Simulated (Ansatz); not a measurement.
Li₂BaMgP₂O₈ (P-3), PBEsol, rigid bands run with Ansatz (a quantum-chemistry and plane-wave program): N_c = 8.71e18 cm⁻³ at 300 K and an electron conductivity mass of 0.501 mₑ.

### Question
For 1e16 electrons per cm³ at 300 K, place the Fermi level, estimate the Seebeck coefficient of a parabolic band with constant τ, and give mobility and conductivity for τ = 20 fs.

### Answer
The level lies k_BT ln(N_c/n) = 0.175 eV below the conduction-band minimum. S ≈ −(k_B/e)[ln(N_c/n) + 5/2] = -799 μV/K, against -797 μV/K from the full bands (mean over directions). μ = eτ/m = 70.2 cm²/(V·s) and σ = neμ = 0.112 S/cm. τ is assumed, not computed.

Band transport and this doping are assumed; polarons and phonon drag are left out. Spin-orbit coupling is left out.

Computed structure with no diffraction record at hand here (it may be known, metastable or hypothetical): Li2BaMgP2O8 (P-3).
